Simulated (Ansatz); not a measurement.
ScSi (Cmcm): resistivity and electron-phonon coupling

Here is the system:

```
ScSi
1.0
    1.97372    -4.91375     0.00000
    1.97372     4.91375     0.00000
    0.00000     0.00000     3.63570
Sc Si
2 2
Direct
  0.13917   0.86083   0.25000
  0.86083   0.13917   0.75000
  0.41863   0.58137   0.25000
  0.58137   0.41863   0.75000
```

Calculation: PBEsol, DFPT electron-phonon coupling, linearised Boltzmann equation (plane waves, PAW, scalar-relativistic; Ansatz, a first-principles code). Cell: relaxed with this functional, without spin-orbit coupling.

The resistivity at 300 K comes out as 45 (x), 29 (y), 8.7 (z) μΩ·cm and the electron mean free path at 300 K (weighted by the current that each state carries) is 9.0 (x), 10.1 (y), 8.5 (z) nm. The electron-phonon coupling λ is 0.22. The transport coupling λ_tr comes out as 0.24 (x), 0.23 (y), 0.26 (z) and the logarithmic mean phonon energy comes out as 28 meV. The density of states at the Fermi level comes out as 1.05 states/(eV·spin·cell). The drude plasma energy is 2.3 (x), 2.9 (y), 5.7 (z) eV.

A metal at this level (no band gap). Only scattering by harmonic phonons is included (no impurities, grain boundaries, electron-electron scattering or thermal expansion). Spin-orbit coupling is left out. The run warned that the eigensolver left some states short of its tolerance. Halving the electron mesh (24x24x24) moves the resistivity by up to 4 % at 300 K, the mean free path by up to 3 %, the coupling by up to 3 %. Smearing 0.20 eV; phonons on a 4x4x4 q mesh, which this run doesn't test and which matters most at low temperature.

Computed structure, not matched to a measured one here, so possibly hypothetical: ScSi (Cmcm).
